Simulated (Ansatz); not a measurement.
## LiNbSe2 (space group P6_3/mmc, No. 194; a cell from a computed database, its experimental status unchecked)

Space group P6₃/mmc (No. 194); a = b = 3.5241 Å, c = 13.5561 Å, α = β = 90.00°, γ = 120.00°

```
atom  site  symmetry       x       y       z
----  ----  --------  ------  ------  ------
Li      2a      -3m.  0.0000  0.0000  0.0000
Nb      2b      -6m2  0.0000  0.0000  0.2500
Se      4f       3m.  0.3333  0.6667  0.1277
```

Method: r2SCAN/PAW in Ansatz (a first-principles code), scalar-relativistic without spin-orbit coupling. k-mesh 11×11×3 (Γ-centred); smearing 0.05 eV (Fermi–Dirac).

| Quantity | Result |
|---|---|
| Volume per atom | 18.22 Å³ |
| Density | 5.87 g/cm³ |
| Band gap | 0.74 eV, indirect, Γ → k = (0.182, 0.182, 0) in the run's primitive reciprocal basis |
| Hole mass | 0.72 mₑ along c, 0.61 mₑ across |
| Total energy | -3932.497 eV/atom (σ→0; compares only within this code and set-up) |

Masses are band curvatures over ±0.01 Å⁻¹ around the edge. Semilocal Kohn–Sham gaps tend to fall short of experiment. Whether these cells are dynamically stable was not tested.
